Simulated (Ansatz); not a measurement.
The reference is AlN in the zinc blende structure (space group F-43m, No. 216; a = 4.342 Å).

Level of theory: LDA, PAW, 420 eV (Ansatz, a quantum-chemistry and plane-wave program; no spin-orbit coupling).

One change was made to it. Results:

The shortest interatomic distance decreases by 0.024 bohr, from 3.553 bohr to 3.529 bohr; the density goes up by 0.069 g/cm³ (3.33 g/cm³ → 3.39 g/cm³).

### Question
Name the change that was made.
A) pressure 9 GPa
B) pressure 4.5 GPa
C) pressure 15 GPa
D) pressure 0.9 GPa

### Answer
B, pressure 4.5 GPa. For comparison, the shortest interatomic distance in the other runs: pressure 9 GPa gives 3.507 bohr; pressure 0.9 GPa gives 3.548 bohr; pressure 15 GPa gives 3.479 bohr.

Load acts through the strain it causes; cell and atoms are relaxed under it. No phonon test of stability was made. Tetrahedral semiconductors of this kind turn to denser phases somewhere between about 1 and 50 GPa; those were not computed, so compressed cells here can lie past the real transition. This is not the structure that AlN has at room temperature and ambient pressure.
